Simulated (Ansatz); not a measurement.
Zr, response to strain

Start from Zr in the hcp (Mg type) structure (space group P6_3/mmc, No. 194; a = 3.182 Å, c = 5.124 Å; relaxed with 0.1 eV smearing).

Strains are applied to the cell and any free atomic positions relax.

Calculations: PBEsol (Ansatz, a quantum-chemistry and plane-wave program), scalar-relativistic without spin-orbit coupling.

Notes on the quantities. energy relative to the base: free energy F; pressure: mean of the normal stresses, compression positive.

```json
[
 {"change": "base", "energy relative to the base": "0 meV/atom", "pressure": "0.0 GPa", "volume per atom": "22.47 Å³"},
 {"change": "isotropic strain −3.00 %", "energy relative to the base": "+60 meV/atom", "pressure": "10.4 GPa", "volume per atom": "20.51 Å³"},
 {"change": "isotropic strain −2.00 %", "energy relative to the base": "+26 meV/atom", "pressure": "…", "volume per atom": "21.15 Å³"},
 {"change": "isotropic strain −1.50 %", "energy relative to the base": "+15 meV/atom", "pressure": "4.8 GPa", "volume per atom": "21.47 Å³"},
 {"change": "isotropic strain −1.00 %", "energy relative to the base": "+6.4 meV/atom", "pressure": "3.1 GPa", "volume per atom": "21.80 Å³"},
 {"change": "isotropic strain −0.50 %", "energy relative to the base": "+1.6 meV/atom", "pressure": "1.5 GPa", "volume per atom": "22.13 Å³"},
 {"change": "isotropic strain +1.50 %", "energy relative to the base": "+14 meV/atom", "pressure": "-4.1 GPa", "volume per atom": "23.50 Å³"},
 {"change": "isotropic strain +2.00 %", "energy relative to the base": "+24 meV/atom", "pressure": "…", "volume per atom": "23.85 Å³"},
 {"change": "isotropic strain +2.50 %", "energy relative to the base": "+37 meV/atom", "pressure": "-6.5 GPa", "volume per atom": "24.20 Å³"},
 {"change": "isotropic strain +3.00 %", "energy relative to the base": "+52 meV/atom", "pressure": "-7.6 GPa", "volume per atom": "24.55 Å³"}
]
```

Task: Some entries are withheld; estimate them.

Result: 
- isotropic strain −2.00 %, pressure: 6.6 GPa
- isotropic strain +2.00 %, pressure: -5.3 GPa

Stability against distortions was not tested. All final runs are without spin polarisation.
